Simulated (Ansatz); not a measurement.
# How far to go with zone-centre phonons against the mesh: CaSi (Cmcm, 4 atoms in the cell)

```xyz
4
Lattice="2.2889 -5.3724 0.0000 2.2889 5.3724 0.0000 0.0000 0.0000 3.9249" Properties=species:S:1:pos:R:3 pbc="T T T"
Ca     2.2889     3.8841     0.9812
Ca     2.2889    -3.8841     2.9437
Si     2.2889     0.7355     0.9812
Si     2.2889    -0.7355     2.9437
```

Method of the run: LDA (PW92), default PAW files made with PBE (plane waves; Ansatz, a program for electronic structure).

Base settings: basis.ecutwfc = 420 eV; kpoints.mp_grid.grid = 8 8 9; hamiltonian.xc = lda; hamiltonian.pseudopotentials = {kind: paw} (the program's default PAW files); scf.occupations.method = fermi_dirac; scf.occupations.width = 0.1 eV.

In this ladder: phonons.method = dfpt.

Frequencies are those of the unrelaxed cell, without the LO-TO term of polar crystals.

Only quantities that move along the ladder and can be compared are tabulated.

Core times come from one kind of shared machine, to one figure; runs under 30 s give none.

The starting cell comes from a database of computed structures (which also holds hypothetical and non-ambient phases and stackings), without a prior relaxation at this level. Its lattice was rescaled by up to half a per cent. In the base run, with a pressure of about -4 GPa the cell is away from its equilibrium volume at this level.

| kpoints.mp_grid.grid | highest zone-centre frequency (cm⁻¹) | lowest optical frequency (cm⁻¹) | core time / last (rough) |
|---|---|---|---|
| 2 2 3 | 356.1 | 117.8 | – |
| 3 3 3 | 371.1 | 128.5 | – |
| 3 3 4 | 357.6 | 120.1 | – |
| 4 4 4 | 355.8 | 128.7 | – |
| 5 5 5 | 356.7 | 141.7 | 0.04 |
| 6 6 7 | 354.1 | 133.1 | 0.05 |
| 8 8 8 | 353.7 | 134.8 | 0.1 |
| 9 9 10 | 353.9 | 133.8 | 0.1 |
| 12 12 12 | 354.1 | 134.4 | 0.3 |
| 14 14 15 | 354.1 | 134.2 | 1 |

Coarsest kpoints.mp_grid.grid that holds the lowest optical frequency within 5 cm⁻¹ of the last step, with all finer ones: 6 6 7, at about 0.05 of the last step's time; the step before is off by 7.5 cm⁻¹.

Coarsest kpoints.mp_grid.grid that holds the highest zone-centre frequency within 5 cm⁻¹ of the last step, with all finer ones: 3 3 4; the step before is off by 17 cm⁻¹.

Keys are those of Ansatz 0.2.
